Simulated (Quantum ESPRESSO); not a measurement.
**Habitual settings against a tight run: Li3Au (I4/mmm, 4 atoms in the cell)**

Self-consistent single point.

```yaml
crystal:
  lattice:
    - [-2.02909, 2.02909, 3.80677]
    - [2.02909, -2.02909, 3.80677]
    - [2.02909, 2.02909, -3.80677]
  atoms:
    - { symbol: Li, position: [0.75000, 0.25000, 0.50000] }
    - { symbol: Li, position: [0.25000, 0.75000, 0.50000] }
    - { symbol: Li, position: [0.50000, 0.50000, 0.00000] }
    - { symbol: Au, position: [0.00000, 0.00000, 0.00000] }
```

Method: LDA (PZ), GBRV 1.5 ultrasoft (LDA) pseudopotentials (plane waves; Quantum ESPRESSO 7.5).

Base settings: ecutwfc = 40 Ry; ecutrho = 320 Ry; occupations = smearing; smearing = cold; degauss = 0.0073499 Ry; potentials = {Li: li_lda_v1.4.uspp.F.UPF, Au: au_lda_v1.uspp.F.UPF}; K_POINTS = automatic 8 8 8 0 0 0; conv_thr = 1e-09 Ry; mixing_beta = 0.3.

Tight run (finer mesh or higher cutoff; not a proven limit): ecutwfc: 40 Ry → 56 Ry; ecutrho: 320 Ry → 448 Ry; conv_thr: 1e-09 Ry → 7.3e-11 Ry; K_POINTS: automatic 8 8 8 0 0 0 → automatic 11 11 11 0 0 0. It gave Fermi level (on the code's own zero) 5.33 eV; pressure -3.50 GPa.

Quick runs, as changes from the base:
- A: the base itself
- B: ecutwfc: 40 Ry → 24 Ry; ecutrho: 320 Ry → 192 Ry; conv_thr: 1e-09 Ry → 7.3e-05 Ry; K_POINTS: automatic 8 8 8 0 0 0 → automatic 3 3 3 0 0 0
- C: ecutwfc: 40 Ry → 32 Ry; ecutrho: 320 Ry → 256 Ry; degauss: 0.0073499 Ry → 0.0147 Ry; conv_thr: 1e-09 Ry → 7.3e-06 Ry; K_POINTS: automatic 8 8 8 0 0 0 → automatic 6 6 6 1 1 1
- D: ecutwfc: 40 Ry → 32 Ry; ecutrho: 320 Ry → 256 Ry; smearing: cold → mp; degauss: 0.0073499 Ry → 0.019992 Ry; K_POINTS: automatic 8 8 8 0 0 0 → automatic 2 2 2 0 0 0
- E: ecutwfc: 40 Ry → 24 Ry; ecutrho: 320 Ry → 192 Ry; smearing: cold → gauss; degauss: 0.0073499 Ry → 0.019992 Ry; K_POINTS: automatic 8 8 8 0 0 0 → automatic 6 6 6 0 0 0
- F: ecutwfc: 40 Ry → 20 Ry; ecutrho: 320 Ry → 160 Ry; degauss: 0.0073499 Ry → 0.0099958 Ry; K_POINTS: automatic 8 8 8 0 0 0 → automatic 2 2 2 0 0 0

Energies are extrapolated to zero smearing width, which holds to low order in the width alone (under cold and Methfessel-Paxton smearing the free energy itself is taken).

Dashes: pressure of B, C, not trusted under this conv_thr with d or f elements.

The count of work is k-points × plane waves × bands × iterations; it is no time. 

The starting cell comes from a database of computed structures (which also holds hypothetical and non-ambient phases and stackings), without a prior relaxation at this level. Its lattice was rescaled by a random factor within 2.5 % of one. In the base run, with a pressure of about -4 GPa the cell is away from its equilibrium volume at this level.

| run | energy less tight (meV/atom) | pressure less tight (GPa) | count of work / tight |
|---|---|---|---|
| A | 5.0 | -0.01 | 0.24 |
| B | 162.9 | – | 0.0047 |
| C | 4.1 | – | 0.051 |
| D | -141.4 | -0.01 | 0.014 |
| E | 117.7 | -7.61 | 0.048 |
| F | 460.9 | -32.85 | 0.0060 |

Among the runs at the tight run's level, the energy misses run from 4.1 to 460.9 meV/atom.
